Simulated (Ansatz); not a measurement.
**Response to strain in SnO2**

Take SnO2 in the rutile structure (space group P4_2/mnm, No. 136; a = 4.7224 Å, c = 3.1903 Å) as the base. Axes: x, y, z lie along a, b, c of the conventional cell.

Strains are applied to the cell and any free atomic positions relax; under biaxial strain the out-of-plane vector relaxes too.

All numbers come from LDA (Ansatz, an electronic-structure program, PAW, without spin-orbit coupling).

Notes on the quantities. in-plane stress: mean in-plane stress (compression positive).

| change | in-plane stress | electron mass | ratio −ε⊥/ε∥ |
|---|---|---|---|
| base | – | 0.18 mₑ along c, 0.20 mₑ across (at Γ) | – |
| biaxial strain +0.60 %, plane normal [001], relaxed out of plane | -1.9 GPa | 0.18 mₑ out of plane, 0.20 mₑ in plane (at Γ) | – |
| biaxial strain +1.20 %, plane normal [001], relaxed out of plane | -3.6 GPa | 0.18 mₑ out of plane, 0.20 mₑ in plane (at Γ) | 0.69 |
| biaxial strain +1.80 %, plane normal [001], relaxed out of plane | -5.3 GPa | 0.18 mₑ out of plane, 0.20 mₑ in plane (at Γ) | 0.67 |
| biaxial strain +2.40 %, plane normal [001], relaxed out of plane | -7.0 GPa | 0.18 mₑ out of plane, 0.20 mₑ in plane (at Γ) | 0.65 |
| biaxial strain +3.00 %, plane normal [001], relaxed out of plane | ___ | ___ | ___ |

### Question
Complete the table.

### Answer

- biaxial strain +3.00 %, plane normal [001], relaxed out of plane, in-plane stress: -8.5 GPa
- biaxial strain +3.00 %, plane normal [001], relaxed out of plane, electron mass: 0.17 mₑ out of plane, 0.20 mₑ in plane (at Γ)
- biaxial strain +3.00 %, plane normal [001], relaxed out of plane, ratio −ε⊥/ε∥: 0.64

The levels and masses belong to the bands next to the band gap. Masses are band curvatures over ±0.01 Å⁻¹ around the edge. Stability against distortions was not tested.
